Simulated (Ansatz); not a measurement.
The starting structures come from a database of crystals and need not be the phases stable at ambient conditions.

 Where the default PAW files enter, the runs use the earlier of Ansatz's two default sets.

Crystal: Li₂ZrTeO₆ (R3, not sure to be the ambient phase, 10 atoms a cell, 11.2 Å³ an atom, -6 GPa at this level); planes in its conventional cell.

Method: PBEsol (plane waves, PAW; Ansatz, a program for electronic structure).

No gap correction and no spin-orbit coupling; mid-gap values are interpolated between computed energies.

| plane | area of the cell (Å²) | mid-gap κ (1/Å) | largest κ in the gap (1/Å) |
|---|---|---|---|
| (101) | 25.8 | 0.37 | 0.37 |
| (001) | 23.8 | [?] | [?] |

Question: The slowest decay depends on the direction. Supply the withheld values.

Answer: 
- (001), mid-gap κ (1/Å): 0.33
- (001), largest κ in the gap (1/Å): 0.33
